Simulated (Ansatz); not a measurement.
System: Bi2SO2 (Pnnm, No. 58, 10 atoms in the cell; start mp-27891). Method: G0W0@PBEsol in Ansatz (hard PAW, contour deformation, complete-basis limit).

Run with largest k mesh 6×2×6 (not extrapolated in the mesh).

Cell (relaxed with PBEsol):

```xyz
10
Lattice="3.8383 0.0000 0.0000 0.0000 11.8893 0.0000 0.0000 0.0000 3.8220" Properties=species:S:1:pos:R:3 pbc="T T T"
Bi     1.7003    10.1983     1.9110
Bi     2.1380     1.6911     1.9110
Bi     3.6194     7.6358     0.0000
Bi     0.2189     4.2536     0.0000
S      0.0000     0.0000     0.0000
S      1.9191     5.9447     1.9110
O      1.7597     8.9117     0.0000
O      2.0786     2.9776     0.0000
O      3.6789     8.9223     1.9110
O      0.1594     2.9671     1.9110
```

Task: What does this level give for the band gap?

Result: 
- band gap: 1.46 eV

Note: filled d or f shells below the valence bands can shift G0W0 gaps through exchange with them, which wasn't tested here; the gap holds a correction of +0.32 eV to the complete basis.

Spin–orbit coupling is not included; with these elements it can move the gap by several tenths of an eV or more.

Static lattice: no zero-point or thermal effects.

A start named mp-… is a Materials Project structure, which need not be a measured phase.

Ansatz is a program for electronic structure.
